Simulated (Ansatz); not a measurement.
## Na3Bi (space group P6_3/mmc, No. 194)

```
CELL_PARAMETERS angstrom
      5.41377     0.00000     0.00000
     -2.70688     4.68846     0.00000
      0.00000     0.00000     9.63407
ATOMIC_POSITIONS crystal
  Na 0.33333 0.66667 0.91743
  Na 0.66667 0.33333 0.08257
  Na 0.66667 0.33333 0.41743
  Na 0.33333 0.66667 0.58257
  Na 0.00000 0.00000 0.25000
  Na 0.00000 0.00000 0.75000
  Bi 0.66667 0.33333 0.75000
  Bi 0.33333 0.66667 0.25000
```

Computed with Ansatz (a program for electronic structure), PBEsol, PAW, cutoff 420 eV, no spin-orbit coupling. k-mesh 10×10×5 (Γ-centred); smearing 0.05 eV (Fermi–Dirac).

```yaml
volume_per_atom: 30.57 Å³
density: 3.77 g/cm³
band_gap: zero
total_energy: -4167.790 eV/atom (σ→0; compares only within this code and set-up)
```

Spin-orbit coupling, missing from the scalar runs, can matter with Bi. Whether these cells are dynamically stable was not tested.
